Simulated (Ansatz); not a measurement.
The starting structures come from a database of crystals and need not be the phases stable at ambient conditions.

 Where the default PAW files enter, the runs use the earlier of Ansatz's two default sets.

By PBEsol, the system below comes out a metal.

A figure of merit of an interconnect metal is its ballistic conductance per area.

Here is the system:

```yaml
crystal:
  lattice:
    - [5.49900, 0.00000, 0.00000]
    - [0.00000, 7.58417, 0.00000]
    - [0.00000, 0.00000, 4.01263]
  atoms:
    - { symbol: Ge, position: [0.21482, 0.10482, 0.75000] }
    - { symbol: Ge, position: [0.78518, 0.89518, 0.25000] }
    - { symbol: Ge, position: [0.28518, 0.60482, 0.25000] }
    - { symbol: Ge, position: [0.71482, 0.39518, 0.75000] }
    - { symbol: Rh, position: [0.52992, 0.70340, 0.75000] }
    - { symbol: Rh, position: [0.47008, 0.29660, 0.25000] }
    - { symbol: Rh, position: [0.97008, 0.20340, 0.25000] }
    - { symbol: Rh, position: [0.02992, 0.79660, 0.75000] }
    - { symbol: Rh, position: [0.66166, 0.06970, 0.75000] }
    - { symbol: Rh, position: [0.33834, 0.93030, 0.25000] }
    - { symbol: Rh, position: [0.83834, 0.56970, 0.25000] }
    - { symbol: Rh, position: [0.16166, 0.43030, 0.75000] }
```

Space group of this cell: Pnma. The cell is taken as given; by PBEsol its mean pressure is -3.6 GPa.

The current flows along the normal of the first two printed cell vectors. No spin-orbit coupling; the value is a mean over 0.1 eV about the Fermi level.

Q: Give the ballistic conductance per area that PBEsol (Ansatz, an electronic-structure program) yields.

A: 0.48 × 10¹⁵ S/m² for both spins.
